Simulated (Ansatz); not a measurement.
Data:

End structure of the (111)A surface of zinc-blende AlAs, Al-terminated, 2x2 cell from a buckled start (bottom of the slab: 3 H on 4 bottom sites):

```yaml
crystal:
  lattice:
    - [8.10148, 0.00000, 0.00000]
    - [-4.05074, 7.01609, 0.00000]
    - [0.00000, 0.00000, 29.00000]
  atoms:
    - { symbol: As, position: [0.00236, 0.99766, 0.34291] }
    - { symbol: As, position: [0.49507, 0.99756, 0.34272] }
    - { symbol: As, position: [0.00246, 0.50496, 0.34271] }
    - { symbol: As, position: [0.49993, 0.50010, 0.32529] }
    - { symbol: Al, position: [0.34672, 0.19322, 0.36551] }
    - { symbol: Al, position: [0.83316, 0.16688, 0.36628] }
    - { symbol: Al, position: [0.34650, 0.65351, 0.36553] }
    - { symbol: Al, position: [0.80681, 0.65330, 0.36551] }
    - { symbol: As, position: [0.33333, 0.16667, 0.45131] }
    - { symbol: As, position: [0.83333, 0.16667, 0.45131] }
    - { symbol: As, position: [0.33333, 0.66667, 0.45131] }
    - { symbol: As, position: [0.83333, 0.66667, 0.45131] }
    - { symbol: Al, position: [0.16667, 0.33333, 0.47982] }
    - { symbol: Al, position: [0.66667, 0.33333, 0.47982] }
    - { symbol: Al, position: [0.16667, 0.83333, 0.47982] }
    - { symbol: Al, position: [0.66667, 0.83333, 0.47982] }
    - { symbol: As, position: [0.16641, 0.33341, 0.56545] }
    - { symbol: As, position: [0.66684, 0.33319, 0.56556] }
    - { symbol: As, position: [0.16673, 0.83330, 0.56543] }
    - { symbol: As, position: [0.66661, 0.83361, 0.56544] }
    - { symbol: Al, position: [0.99992, 0.00011, 0.59351] }
    - { symbol: Al, position: [0.50016, 0.00024, 0.59417] }
    - { symbol: Al, position: [0.99980, 0.49988, 0.59419] }
    - { symbol: Al, position: [0.50007, 0.49994, 0.59396] }
    - { symbol: As, position: [0.00022, 0.00001, 0.67913] }
    - { symbol: As, position: [0.50453, 0.00920, 0.68083] }
    - { symbol: As, position: [0.99091, 0.49552, 0.68086] }
    - { symbol: As, position: [0.50468, 0.49527, 0.68064] }
    - { symbol: Al, position: [0.32543, 0.16283, 0.71177] }
    - { symbol: Al, position: [0.83739, 0.16258, 0.71160] }
    - { symbol: Al, position: [0.33350, 0.66664, 0.68349] }
    - { symbol: Al, position: [0.83717, 0.67468, 0.71167] }
    - { symbol: H, position: [0.99764, 0.00240, 0.29045] }
    - { symbol: H, position: [0.50466, 0.00236, 0.29026] }
    - { symbol: H, position: [0.99766, 0.49535, 0.29025] }
```

Model: 35-atom slab, 12.6 Å thick at the start with caps and adatoms (thin: gaps and levels are the slab's own), 3x3x1 mesh, Fermi-Dirac 0.025 eV, dipole correction, 8 atoms held, the rest relaxed; no symmetry held; spin-polarised, ending with about 2.8 μB a cell, a value that depends on the mesh; orders that need a larger cell were not tried, no spin-orbit, no U. The slab shows no gap on its mesh. In PBE it is, or lies within 0.01 eV a 1x1 cell of, the lowest of the 2 structures of its composition computed so far; subsurface sites and larger cells were not tried.

### Question
What is the computed work function of the top face (PBE (Ansatz, a program for electronic structure))?

### Answer
4.15 eV
